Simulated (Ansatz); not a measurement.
Take W in the bcc (W type) structure (space group Im-3m, No. 229; a = 3.1688 Å; relaxed with 0.1 eV smearing) as the base. Axes: x, y, z lie along the cube axes.

The values are results of Ansatz (a quantum-chemistry and plane-wave program), r2SCAN, PAW, cutoff 500 eV, no SOC, not measurements.

One thing is altered: tensile biaxial strain of 2.50 % in the plane normal to [001], as in epitaxy on a mismatched substrate; the out-of-plane cell vector and the atoms relax.

**Question.** How does this affect the energy relative to the base?

**Answer.** The energy grows by 36 meV/atom.

**Question.** What happens to the out-of-plane strain?

**Answer.** The out-of-plane strain is -1.74 %.

**Question.** How does this affect the in-plane stress?

**Answer.** The mean in-plane stress (compression positive) amounts to -13.9 GPa.

No phonon test of stability was made. All final runs are without spin polarisation.
